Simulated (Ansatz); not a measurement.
System: BeSe (model structure, Fm-3m, No. 225, 2 atoms in the cell). Method: LDA in Ansatz (PAW).

Run with plane-wave cutoff 520 eV, 20×20×20 k mesh, Fermi–Dirac smearing 0.05 eV, scalar-relativistic PAW data made under PBE.

Cell (relaxed at this level):

```
BeSe
1.0
    0.00000     2.41581     2.41581
    2.41581     0.00000     2.41581
    2.41581     2.41581     0.00000
Be Se
1 1
Direct
  0.00000   0.00000   0.00000
  0.50000   0.50000   0.50000
```

Question: Predict the band gap, smallest direct gap on the k points sampled and Γ–Γ gap.

Answer: 
band gap: 0.06 eV (under three smearing widths, so not firm)
smallest direct gap on the k points sampled: 3.51 eV
Γ–Γ gap: 4.25 eV

Note: the relaxation could raise the start's symmetry but not lower it, so the cell can be a saddle point.

Spin–orbit coupling is not included; it can close the smallest gap of 0.06 eV.

The computed numbers hold no vibrational or temperature effects.

Cost on a shared machine: about 7 core-seconds (a rough figure).

A model structure was made by putting elements into a prototype or built by hand; it is no filed structure, need not be a known phase, and can be a saddle point held by its symmetry.

Ansatz is an electronic-structure program.
